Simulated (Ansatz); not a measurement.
Results of r²SCAN+rVV10 (Ansatz, a quantum-chemistry and plane-wave program, PAW) for DyPt₂ (Fd-3m, No. 227).

Numerical settings: plane-wave cutoff 560 eV, 12×12×12 k mesh, Fermi–Dirac smearing 0.05 eV, spin-polarised with parallel moments, scalar-relativistic PAW data made under PBE.

Computed at the level's own relaxed cell.

Task: Estimate the lattice parameter a that the calculation returns.

Result: 
- lattice parameter a: 7.627 Å

Note: the magnetic order was assumed, not searched for or taken from measurement; the 4f shell is treated without U or exact exchange, so its levels and filling can be wrong.

Spin–orbit coupling is not included.

The computed numbers hold no vibrational or temperature effects.

Computing time: very roughly 19 core-minutes.
